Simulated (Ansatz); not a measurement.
# AlN: response to strain

Base system: AlN in the zinc blende structure (space group F-43m, No. 216).

```
AlN
1.0
    0.00000     2.18488     2.18488
    2.18488     0.00000     2.18488
    2.18488     2.18488     0.00000
Al N
1 1
Direct
  0.00000   0.00000   0.00000
  0.25000   0.25000   0.25000
```

Cartesian axes are those of the cell as printed.

Strains are applied to the cell and any free atomic positions relax.

Method: r2SCAN/PAW in Ansatz (a program for electronic structure), no spin-orbit coupling.

```tsv
uniaxial strain ε_zz (%)	band gap (eV)
-3	3.79
-2.5	?
-2	3.84
-1.5	3.87
-1	3.89
-0.5	3.92
0	3.94
```

Question: Fit E_g = E₀ + Dε (ε in %) to the rows shown and predict the withheld row.

Answer: Least squares on the printed values gives E₀ = 3.94 eV, D = 50.6 meV per % of strain (largest residual 0.00 eV); this predicts 3.82 eV, and the run gives 3.82 eV, in agreement.

Stability against distortions was not tested. This is not the structure that AlN has at room temperature and ambient pressure.
